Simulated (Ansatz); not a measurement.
W on the 1x1 (100) surface of fcc Cu, one in a 2x2 cell, energies for each (26.4 Å²). Energies are against an atom of bcc W, without zero-point or thermal terms; each row is named by its start.

Level of theory: PBE (plane waves to 420 eV, PAW; Ansatz, a quantum-chemistry and plane-wave program).

Task: Which site binds most strongly?
A. hollow Cu-Cu-Cu-Cu over Cu at depth 1.8 Å
B. bridge Cu-Cu (span 2.6 Å)
C. top Cu

Result: A, hollow Cu-Cu-Cu-Cu over Cu at depth 1.8 Å. Adsorption energies: hollow Cu-Cu-Cu-Cu over Cu at depth 1.8 Å 4.80 eV; bridge Cu-Cu (span 2.6 Å) 5.55 eV; top Cu 5.98 eV.
